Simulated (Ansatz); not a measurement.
By PBEsol, the system below comes out a metal.

```yaml
crystal:
  lattice:
    - [4.39808, 0.00000, 0.00000]
    - [-2.16494, 3.82833, 0.00000]
    - [0.00000, 0.00000, 4.55550]
  atoms:
    - { symbol: Ga, position: [0.34430, 0.65570, 0.41540] }
    - { symbol: Ga, position: [0.65570, 0.34430, 0.58460] }
    - { symbol: Ga, position: [0.15570, 0.84430, 0.91540] }
    - { symbol: Ga, position: [0.84430, 0.15570, 0.08460] }
```

Space group of this cell: Cmce. The cell is taken as given.

The current runs along the normal of the first two printed vectors. All runs by Ansatz (a quantum-chemistry and plane-wave program), plane waves and PAW, without spin-orbit coupling; the base is PBEsol.

```
run                                                      mean pressure (GPa)  G/A, both spins (10¹⁵ S/m²)
-------------------------------------------------------  -------------------  ---------------------------
base                                                                    -0.4                         0.35
all lengths scaled by 0.98                                               3.8                         0.35
all lengths scaled by 1.02                                              -3.3                         0.35
lengths across the current scaled by 0.98, ions clamped                  2.4                         0.33
lengths across the current scaled by 1.02, ions clamped                 -2.5                         0.38
lengths along the current scaled by 0.97, ions clamped                   1.6                         0.40
lengths along the current scaled by 1.03, ions clamped                  -1.8                            ?
```

**Question.** Fill in the missing entries.

**Answer.** 
- lengths along the current scaled by 1.03, ions clamped, G/A, both spins (10¹⁵ S/m²): 0.34
